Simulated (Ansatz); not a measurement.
Data:

```
CELL_PARAMETERS angstrom
      3.89114     0.01284     0.00000
      0.01284     3.89114     0.00000
      0.00000     0.00000     3.89114
ATOMIC_POSITIONS crystal
  Sr 0.00000 0.00000 0.00000
  Ti 0.50000 0.50000 0.50000
  O  0.50000 0.00000 0.50000
  O  0.00000 0.50000 0.50000
  O  0.50000 0.50000 0.00000
```

No spin polarisation.

Level of theory: PBEsol/PAW in Ansatz (an electronic-structure program), no SOC. k-mesh 9×9×9 (Γ-centred); smearing 0.05 eV (Fermi–Dirac).

Problem. Predict the gap character, stress, smallest direct gap and band gap.

Solution. The gap character comes out as indirect, T → Γ and the stress (xx, yy, zz, yz, xz, xy; compression positive) is (0.00, 0.00, 0.00, 0.00, 0.00, -0.75) GPa. The smallest direct gap comes out as 2.16 eV and the band gap is 1.84 eV.

The cells carry an imposed strain or load. Whether these cells are dynamically stable was not tested. All final runs are without spin polarisation. The cell was made from SrTiO₃ in the cubic perovskite structure (space group Pm-3m, No. 221) by this change: tensor shear ε_xy = +0.33 %. Many cubic perovskites are stable only at high temperature; tilts and polar distortions were not tested.
